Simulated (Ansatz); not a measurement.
## LiF (model structure, started from the NiAs type, P6₃/mmc, No. 194, 4 atoms in the cell): lattice constant a by level of theory

No measured value is used here.

```tsv
level (code)	value (Å)
LDA (Ansatz)	2.718
PBE (Ansatz)	2.830
PBEsol (Ansatz)	?
PBE-D3(BJ) (Ansatz)	?
r²SCAN (Ansatz)	2.776
r²SCAN+rVV10 (Ansatz)	2.765
```

Some entries are withheld; supply them.


- PBEsol (Ansatz, an electronic-structure program), value (Å): 2.787
- PBE-D3(BJ) (Ansatz), value (Å): 2.783

Cutoffs differ between the levels. Ansatz's density-functional and Hartree–Fock values are scalar-relativistic unless marked +SOC, with PAW data made under PBE.

A model structure was made by putting elements into a prototype or built by hand; it is no filed structure, need not be a known phase, and can be a saddle point held by its symmetry.
